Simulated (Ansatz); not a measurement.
# SnS2: point defects

Consider a 27-atom supercell of SnS₂ in the CdI2 type structure (space group P-3m1, No. 164; a = 3.626 Å, c = 5.573 Å; layered, stacked along the Cartesian z axis) at its relaxed geometry.

One neutral defect a cell, atoms relaxed at fixed cell.

Computed with PBEsol-D3(BJ)/PAW in Ansatz (a quantum-chemistry and plane-wave program), no SOC.

### Question
Only one of these keeps a band gap. Which?
(A) Cd on a Sn site
(B) Ti on a Sn site
(C) P on a S site

### Answer
B, Ti on a Sn site. Computed: Cd on a Sn site: zero; Ti on a Sn site: 0.47 eV; P on a S site: zero

Other magnetic orders, which the real material may have, were not ruled out. In so small a cell the defect repeats every few ångströms: this is an ordered compound, not a dilute defect. The mesh was chosen for an insulator and is coarse for the gapless case. Starting moments died away, wholly or in part, for Ti on a Sn site and P on a S site; another magnetic solution may exist.
